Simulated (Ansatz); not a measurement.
The reference is MgTe in the zinc blende structure (space group F-43m, No. 216; a = 6.509 Å).

All numbers come from Ansatz (a quantum-chemistry and plane-wave program) PBE, no SOC.

Strains are applied to the cell and any free atomic positions relax.

One change was made to it. Results:

The energy grows by 22 meV/atom; the valley order (the lowest conduction-band minima on the path, energy above the VBM, named in the base's zone) becomes Γ 2.67 eV; X along ⟨100⟩ 2.77 eV; L along ⟨111⟩ 3.36 eV (base: Γ 2.33 eV; X along ⟨100⟩ 2.88 eV; L along ⟨111⟩ 3.17 eV); the hole mass (degenerate bands, along [100]) changes from 0.20, 0.92, 0.92 mₑ (at Γ) to 0.21, 0.85, 0.85 mₑ (at Γ).

What was done to the base?
A) isotropic strain −2.50 %
B) isotropic strain +1.00 %
C) isotropic strain −2.00 %
D) isotropic strain −3.00 %
E) isotropic strain −0.50 %

A, isotropic strain −2.50 %. For comparison, the valley order in the other runs: isotropic strain −3.00 % gives Γ 2.74 eV; X along ⟨100⟩ 2.75 eV; L along ⟨111⟩ 3.40 eV; isotropic strain −0.50 % gives Γ 2.39 eV; X along ⟨100⟩ 2.86 eV; L along ⟨111⟩ 3.21 eV; isotropic strain −2.00 % gives Γ 2.60 eV; X along ⟨100⟩ 2.80 eV; L along ⟨111⟩ 3.32 eV; isotropic strain +1.00 % gives Γ 2.20 eV; X along ⟨100⟩ 2.92 eV; L along ⟨111⟩ 3.10 eV.

With Te present, leaving out spin-orbit coupling can change the band edges. The levels and masses belong to the bands next to the band gap. Effective masses come from finite differences of ±0.01 Å⁻¹. Stability against distortions was not tested.
